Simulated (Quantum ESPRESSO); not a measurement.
**Several settings converged on Cu3Sn (I4mm, 4 atoms in the cell)**

```
CELL_PARAMETERS angstrom
      0.00000     3.06761     3.06761
      3.06761     0.00000     3.06761
      3.06761     3.06761     0.00000
ATOMIC_POSITIONS crystal
  Cu 0.50815 0.50815 0.49185
  Cu 0.75000 0.75000 0.75000
  Cu 0.25000 0.25000 0.25000
  Sn 0.00000 0.00000 0.00000
```

Base method: LDA (PZ), PSlibrary PAW (LDA) pseudopotentials (plane waves; Quantum ESPRESSO).

Base settings: ecutwfc = 55 Ry; ecutrho = 330 Ry; occupations = smearing; smearing = fd; degauss = 0.0073499 Ry; potentials = {Cu: Cu.pz-dn-kjpaw_psl.1.0.0.UPF, Sn: Sn.pz-dn-kjpaw_psl.1.0.0.UPF}; K_POINTS = automatic 3 3 3 0 0 0; conv_thr = 1e-10 Ry.

The count of work is k-points × plane waves × bands × iterations; it is no time. Core times come from one kind of shared machine, to one figure; runs under 30 s give none.

**The cutoff for other potential files**

Level: DFT, LDA (PW92), plane waves, PseudoDojo standard norm-conserving (LDA) pseudopotentials.

In this ladder: ecutrho = default; pseudopotentials = {Cu: Cu.upf, Sn: Sn.upf}.

The second cell is the first with its lattice scaled by 0.98.

The mesh stays at the base's, so the ladder's end is converged at best in this setting alone.

Only quantities that move along the ladder and can be compared are tabulated.

```csv
ecutwfc,free energy less the last step's (meV/atom),energy of the compressed cell less the first (meV/atom),pressure (GPa),largest difference of a force vector from the last step's (eV/Å),count of work / last,core time / last (rough)
43 Ry,33603.66,137.18,-1410.14,0.762,0.100,–
52 Ry,9473.94,-1.95,-580.13,0.173,0.12,–
66 Ry,747.06,-43.93,-86.60,0.046,0.21,–
81 Ry,15.52,-31.72,-12.20,0.000,0.28,–
95 Ry,0.90,-30.61,-9.24,0.000,0.35,–
114 Ry,0.48,-30.61,-9.25,0.000,0.46,0.5
142 Ry,0.27,-30.62,-9.25,0.000,0.65,0.5
190 Ry,0.00,-30.62,-9.25,0.000,1.0,1
```

Coarsest ecutwfc that holds the pressure within 0.1 GPa of the last step, with all finer ones: 95 Ry, at 0.35 of the last step's count of work; the step before is off by 2.9 GPa.

Coarsest ecutwfc that holds the forces within 0.005 eV/Å of the last step, with all finer ones: 81 Ry, at 0.28 of the last step's count of work; the step before is off by 0.046 eV/Å.

Coarsest ecutwfc that holds the free energy within 1 meV/atom of the last step, with all finer ones: 95 Ry, at 0.35 of the last step's count of work; the step before is off by 16 meV/atom.

At the lowest cutoff the pressure lies 1400 GPa under the last step's, the usual sign of Pulay stress in an incomplete plane-wave basis.

**The relaxed cell against the cutoff**

On Cu3Sn (Fm-3m, 4 atoms in the cell): atoms on their sites.

In this ladder: calculation = vc-relax; tprnfor = default; tstress = default. Moved along: ecutrho.

The mesh stays at the base's, so the ladder's end is converged at best in this setting alone.

Only quantities that move along the ladder and can be compared are tabulated.

| ecutwfc | relaxed volume (Å³/atom) | relaxation steps | core time / last (rough) |
|---|---|---|---|
| 28 Ry | 10.581 | 4 | 0.2 |
| 33 Ry | 11.965 | 3 | 0.2 |
| 38 Ry | 12.889 | 3 | 0.3 |
| 47 Ry | 13.342 | 3 | 0.2 |
| 55 Ry | 13.342 | 3 | 0.3 |
| 66 Ry | 13.396 | 3 | 0.5 |
| 82 Ry | 13.435 | 3 | 0.7 |
| 110 Ry | 13.439 | 3 | 1 |

Coarsest ecutwfc that holds the relaxed volume within 0.013 Å³/atom of the last step, with all finer ones: 82 Ry; the step before is off by 0.043 Å³/atom.

At the lowest cutoff the cell relaxes to a volume 21 % smaller than at the highest.

On the base run: the starting cell comes from a database of computed structures (which also holds hypothetical and non-ambient phases and stackings), without a prior relaxation at this level. Its lattice was rescaled by up to half a per cent. One atom was moved a little off its site on purpose. Spin polarisation is off. Without a gap this mesh is coarse (it stands for a supercell whose shortest vector is 13 Å).
